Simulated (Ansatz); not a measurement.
Levels about the gap of amorphous silicon oxynitride (Si54O48N40) (142 atoms in a cell of 1883 Å³, 2.51 g/cm³; zone centre alone, so wide bands show as single levels with stretches between that a denser mesh fills), at the geometry that PBE relaxed, where it gives -1.9 GPa on a denser mesh. Exact exchange is cut at the faces of this small cell, which leaves a finite-size error. The participation number counts the atoms over which a state spreads; weights are charges in smoothed Voronoi cells. The levels come from a single point, so bond lengths are those of that geometry. Method of the levels: HSE06, scalar-relativistic without spin-orbit coupling (Ansatz, a first-principles code). Sampling: the zone centre alone; Fermi-Dirac width 0.01 eV; collinear spin, started from moments on atoms (the moments died out). At PBE the levels at the filled edge of the gap are localised (band-tail or defect states), and the nearest spread-out levels lie 3.4 eV apart at the zone centre.

A CHGNet melt-quench gave the starting glass, which DFT then relaxed. O and N atoms were pushed apart under 1.9 Å during the dynamics, to hinder bonds among them. The hot cell started wider than the set density and was brought back towards it in steps. It is the lowest in DFT energy of 4 quenches. It is a model cell: composition and starting density were chosen by hand, and all elements were melted together. No dispersion term was used. Its density started from a set value of 2.51 and ended at 2.51 g/cm³. Cooling (nominally 180 K/ps over its main leg) ran many orders faster than in experiment, which tends to leave more defects and strain. Values belong to this one cell and scatter from quench to quench. The volume was held where the preparation left it and the shape relaxed, at a PBE pressure of -1.9 GPa (tension). Stress components on the final sampling reach 1.9 GPa.

```csv
"E - E(highest filled), eV",filling,spin,participation number,largest on,weight N,weight Si,weight O
-0.55,filled,dn,2.6,"N, 2 neighbours",0.81,0.12,0.07
-0.40,filled,up,2.6,"N, 2 neighbours",0.77,0.13,0.10
-0.40,filled,dn,2.6,"N, 2 neighbours",0.77,0.13,0.10
-0.34,filled,up,2.5,"N, 2 neighbours",0.82,0.12,0.06
-0.34,filled,dn,2.5,"N, 2 neighbours",0.82,0.12,0.06
0.00,filled,up,2.1,"N, 2 neighbours",0.77,0.12,0.12
0.00,filled,dn,2.1,"N, 2 neighbours",0.77,0.12,0.12
3.91,empty,up,76.4,"Si, 4 neighbours",0.28,0.41,0.30
3.91,empty,dn,76.4,"Si, 4 neighbours",0.28,0.41,0.30
4.62,empty,up,34.4,"Si, 4 neighbours",0.31,0.50,0.18
4.62,empty,dn,34.4,"Si, 4 neighbours",0.31,0.50,0.18
4.75,empty,up,44.0,"Si, 4 neighbours",0.32,0.51,0.17
4.75,empty,dn,44.0,"Si, 4 neighbours",0.32,0.51,0.17
5.02,empty,dn,35.6,"Si, 4 neighbours",0.28,0.49,0.23
```

Most localised among these is the filled level at -0.00 eV, on a N atom, which has 2 neighbours (Si 1.62 Å, Si 1.64 Å).
